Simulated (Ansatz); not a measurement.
Band structure of K₄BeAs₂ (R-3m, 7 atoms in the cell).

```yaml
crystal:
  lattice:
    - [2.85853, 1.65037, 8.65504]
    - [-2.85853, 1.65037, 8.65504]
    - [0.00000, -3.30074, 8.65504]
  atoms:
    - { symbol: Be, position: [0.00000, 0.00000, 0.00000] }
    - { symbol: K, position: [0.37615, 0.37615, 0.37615] }
    - { symbol: K, position: [0.62385, 0.62385, 0.62385] }
    - { symbol: As, position: [0.07985, 0.07985, 0.07985] }
    - { symbol: As, position: [0.92015, 0.92015, 0.92015] }
    - { symbol: K, position: [0.20833, 0.20833, 0.20833] }
    - { symbol: K, position: [0.79167, 0.79167, 0.79167] }
```

Level of theory: LDA (PW92), default PAW files made with PBE (plane waves; Ansatz, a first-principles code).

Settings: basis.ecutwfc = 420 eV; kpoints.mp_grid.grid = 6 6 6; hamiltonian.xc = lda; hamiltonian.pseudopotentials = {kind: paw} (the program's default PAW files); scf.occupations.method = fermi_dirac; scf.occupations.width = 0.1 eV; kpoints.band_path.path = [[0.0, 0.0, 0.0], [0.5, 0.0, 0.0], [0.5, 0.19090676, -0.19090676]]; kpoints.band_path.npoints = 10.

The starting cell comes from a database of published, mostly measured structures (it also holds non-ambient and calculated ones), without a prior relaxation at this level. Its lattice was rescaled by a random factor within 2.5 % of one.

### Question
Predict the gap along the standard path and the places of the band edges.

### Answer
The gap along the path is 0.70 eV, direct at Γ to within 0.01 eV.

Levels in eV from the top of the valence band on the path, bands 31 to 38:
```tsv
point	31	32	33	34	35	36	37	38
Γ	-0.78	-0.78	-0.01	-0.01	0.70	3.00	3.04	3.04
L	-0.97	-0.69	-0.55	0.00	1.84	2.36	3.22	3.36
B1	-1.20	-1.01	-0.41	-0.30	2.23	2.58	2.76	3.45
```

Keys are those of Ansatz 0.2.
